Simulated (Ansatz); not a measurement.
Consider SnSe2 in the CdI2 type structure (space group P-3m1, No. 164; a = 3.840 Å, c = 6.006 Å; layered, stacked along the Cartesian z axis).

All numbers come from Ansatz (an electronic-structure program) PBE-D3(BJ), no SOC.

Before the change:

- Band gap = 0.36 eV
- Shortest interatomic distance = 2.730 Å

Perturbation: a free-standing slab of 1 layer (3 atoms, 3 a layer) is cut normal to the stacking axis, with 15 Å of vacuum and the in-plane cell relaxed.

Task: Estimate the effect on the gap character.

Result: The gap character comes out as indirect, Γ–M (25 % along) → M.

Task: Predict the new band gap.

Result: The band gap grows by 0.405 eV to 0.76 eV.

Task: What happens to the thickness between the outermost nuclei?

Result: The thickness between the outermost nuclei comes out as 3.20 Å.

Task: Estimate the effect on the shortest interatomic distance.

Result: The shortest interatomic distance falls by 0.003 Å, from 2.730 Å to 2.727 Å.

No phonon test of stability was made.
